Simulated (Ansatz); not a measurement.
Work function of faces of hcp Re in PBE and in r2SCAN, in Ansatz (plane waves, PAW). Symmetric slabs relaxed with PBE from ideal cuts in 1x1 cells (the lowest computed cut and spin start of each face; real faces may reconstruct in larger cells); r2SCAN values are single points on them, with the bulk at the same level. No spin-orbit coupling, no U.

```json
[
 {"face": "(0001)", "PBE (eV)": "4.90", "r2SCAN (eV)": "4.95"},
 {"face": "(10-10)", "PBE (eV)": "4.70", "r2SCAN (eV)": "4.72"},
 {"face": "(10-11)", "PBE (eV)": "4.95", "r2SCAN (eV)": "5.00"},
 {"face": "(10-12)", "PBE (eV)": "4.63", "r2SCAN (eV)": "?"},
 {"face": "(11-20)", "PBE (eV)": "4.49", "r2SCAN (eV)": "4.54"},
 {"face": "(11-21)", "PBE (eV)": "4.35", "r2SCAN (eV)": "4.38"},
 {"face": "(20-21)", "PBE (eV)": "4.87", "r2SCAN (eV)": "4.93"},
 {"face": "(21-30)", "PBE (eV)": "4.53", "r2SCAN (eV)": "4.57"},
 {"face": "(21-31)", "PBE (eV)": "4.48", "r2SCAN (eV)": "4.51"}
]
```

Task: Fit a straight line y = a·x + b by least squares to the 8 complete rows (x: PBE (eV); y: r2SCAN (eV)).

Result: the means are x̄ = 4.6588 and ȳ = 4.7000; Σ(x − x̄)² = 0.36169 and Σ(x − x̄)(y − ȳ) = 0.37360, so a = 1.033 and b = ȳ − a·x̄ = -0.112. The largest residual is 0.023.

Task: What does the line predict for the withheld row, (10-12), and what did the calculation give?

Result: the line gives 4.67; the calculation gave 4.67, a miss of 0.00, of the size of the fitted rows' scatter and rounding.

Ansatz is a program for electronic structure.
